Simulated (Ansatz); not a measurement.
Base system: BN (space group R3m, No. 160; a = 2.500 Å, c = 9.757 Å (hexagonal axes); a cell from a computed database, its experimental status unchecked; layered, stacked along the Cartesian z axis).

Now apply this change: a hydrostatic pressure of 0.7 GPa.

Levels (all Ansatz, a program for electronic structure, PAW): r2SCAN+rVV10 (500 eV, scalar-relativistic without spin-orbit coupling); HSE06 (420 eV, no spin-orbit coupling).

The geometry is relaxed with r2SCAN+rVV10.

* **r2SCAN+rVV10 lowest conduction level above the VBM at special points**: F 4.57 eV; S₂ 5.15 eV; S₀ 5.15 eV; Γ 5.75 eV

What does HSE06 give at this geometry for the lowest conduction level above the VBM at special points?

The lowest conduction level above the VBM at special points goes from F 4.57 eV; S₂ 5.15 eV; S₀ 5.15 eV; Γ 5.75 eV to F 5.36 eV; S₂ 5.93 eV; S₀ 5.93 eV; Γ 6.61 eV.

Single points use the geometry relaxed with r2SCAN+rVV10. Their cutoffs differ, which shifts pressures a little. The hybrid gap comes from the SCF mesh plus the semilocal run's edge points and a few special points and is an upper bound. The levels and masses belong to the bands next to the band gap. Load acts through the strain it causes; cell and atoms are relaxed under it. Whether these cells are dynamically stable was not tested.
